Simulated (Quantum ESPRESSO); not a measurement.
A user runs Quantum ESPRESSO on RbLuSe2 (R-3m, 4 atoms in the cell) and asks whether the run is sound. The aim is a self-consistent single point with DFT, LDA (PZ), plane waves, PSlibrary PAW (LDA) pseudopotentials.

Cell that was meant: a = 8.2245 Å, b = 8.2245 Å, c = 8.2245 Å, α = 29.08°, β = 29.08°, γ = 29.08°.

Part of the input:

```fortran
    mixing_beta = 0.4,
/
ATOMIC_SPECIES
Se    78.9710  Lu.pz-spdn-kjpaw_psl.1.0.0.UPF
Lu   174.9668  Se.pz-n-kjpaw_psl.1.0.0.UPF
Rb    85.4678  Rb.pz-spn-kjpaw_psl.1.0.0.UPF
ATOMIC_POSITIONS bohr
Se  0.0000000000    0.0000000000   10.3433948315
Se  0.0000000000    0.0000000000   34.2805959857
Lu  0.0000000000    0.0000000000   22.3119954086
Rb  0.0000000000    0.0000000000    0.0000000000
K_POINTS automatic
6 6 6  1 1 1
CELL_PARAMETERS angstrom
```

Output (repeated stretches shortened):

```
     file Lu.pz-spdn-kjpaw_psl.1.0.0.UPF: wavefunction(s)  5S 5P 5D renormalized
   [... lines left out ...]
        k(    1) = (   0.0000000   0.0000000   0.0870719), wk =   0.0185185
        k(    2) = (   0.0000000  -0.3833001   0.1451199), wk =   0.0555556
        k(    3) = (   0.0000000  -0.7666003   0.2031679), wk =   0.0555556
   [... 25 lines left out ...]

     Dense  grid:   105935 G-vectors     FFT dimensions: ( 100, 100, 100)

     Smooth grid:    37597 G-vectors     FFT dimensions: (  72,  72,  72)

     Initial potential from superposition of free atoms

     starting charge      36.9535, renormalised to      37.0000
     Self-consistent Calculation

     iteration #  1     ecut=    50.00 Ry     beta= 0.40

---- Real-time Memory Report at c_bands before calling an iterative solver
           429 MiB given to the printing process from OS
           166 MiB allocation reported by mallinfo(arena+hblkhd)
------------------

     Threshold (ethr) on eigenvalues was too large:
     Diagonalizing with lowered threshold

---- Real-time Memory Report at c_bands before calling an iterative solver
           493 MiB given to the printing process from OS
   [... lines left out ...]

---- Real-time Memory Report at c_bands before calling an iterative solver
           516 MiB given to the printing process from OS
           222 MiB allocation reported by mallinfo(arena+hblkhd)
------------------

     total energy              =   -1715.26017756 Ry
     estimated scf accuracy    <          1.5E-11 Ry

     iteration # 13     ecut=    50.00 Ry     beta= 0.40

---- Real-time Memory Report at c_bands before calling an iterative solver
           517 MiB given to the printing process from OS
           222 MiB allocation reported by mallinfo(arena+hblkhd)
------------------
     End of self-consistent calculation

     the Fermi energy is     9.1097 ev

!    total energy              =   -1715.26017756 Ry
     estimated scf accuracy    <          5.8E-13 Ry
     smearing contrib. (-TS)   =       0.00005572 Ry
     internal energy E=F+TS    =   -1715.26023329 Ry

      -> PAW hartree energy AE =     141.08238563 Ry
      -> PAW hartree energy PS =    -140.54120067 Ry
      -> PAW xc energy AE      =   -1526.28381837 Ry
      -> PAW xc energy PS      =     133.49136854 Ry
      -> total E_H with PAW    =      43.52994517 Ry
      -> total E_XC with PAW   =   -1530.14524151 Ry

     convergence has been achieved in  13 iterations

     Forces acting on atoms (cartesian axes, Ry/au):

   [... lines left out ...]

     Total force =     0.102803     Total SCF correction =     0.000003

          total   stress  (Ry/bohr**3)                   (kbar)     P=      -22.72
  -0.00034265   0.00000000   0.00000000          -50.41        0.00        0.00
   0.00000000  -0.00034265   0.00000000            0.00      -50.41        0.00
   0.00000000   0.00000000   0.00022190            0.00        0.00       32.64

   JOB DONE.
```

Question: Is anything amiss in this input, and did it matter?

Answer: The run is not sound. The fault is potential files assigned to the wrong elements. Each file describes one element; swapped files give the atoms the wrong cores and charges. To fix it, match the files to the elements. The run converged in 13 iterations without an error; against the sound input the pressure goes from -3.44 to -2.27 GPa, the largest force goes from 0.366 to 1.869 eV/Å and no clean gap remains on the mesh (levels overlap or are partly filled), against 1.86 eV before.

The sound input it was made from differs as follows (other fixes are possible):
```diff
-Se    78.9710  Lu.pz-spdn-kjpaw_psl.1.0.0.UPF
-Lu   174.9668  Se.pz-n-kjpaw_psl.1.0.0.UPF
+Se    78.9710  Se.pz-n-kjpaw_psl.1.0.0.UPF
+Lu   174.9668  Lu.pz-spdn-kjpaw_psl.1.0.0.UPF
-Se  0.0000000000    0.0000000000   10.3433948315
-Se  0.0000000000    0.0000000000   34.2805959857
-Lu  0.0000000000    0.0000000000   22.3119954086
-Rb  0.0000000000    0.0000000000    0.0000000000
+Se    0.0000000000    0.0000000000   10.3433948315
+Se    0.0000000000    0.0000000000   34.2805959857
+Lu    0.0000000000    0.0000000000   22.3119954086
+Rb    0.0000000000    0.0000000000    0.0000000000
```

With that input, the run converged in 13 iterations: free energy E − TS -16991.0576 eV; top of the valence band (on the code's own zero) 5.78 eV; gap on the k-point mesh 1.86 eV; pressure -3.44 GPa; largest force (vector length) 0.366 eV/Å (DFT, LDA (PZ), plane waves, PSlibrary PAW (LDA) pseudopotentials).

On the sound input: the starting cell comes from a database of published, mostly measured structures (it also holds non-ambient and calculated ones), without a prior relaxation at this level. Spin-orbit coupling is off. With a pressure of about -3 GPa the cell is away from its equilibrium volume at this level. The shifted mesh does not hold Γ, so a gap read on it misses any band edge there.
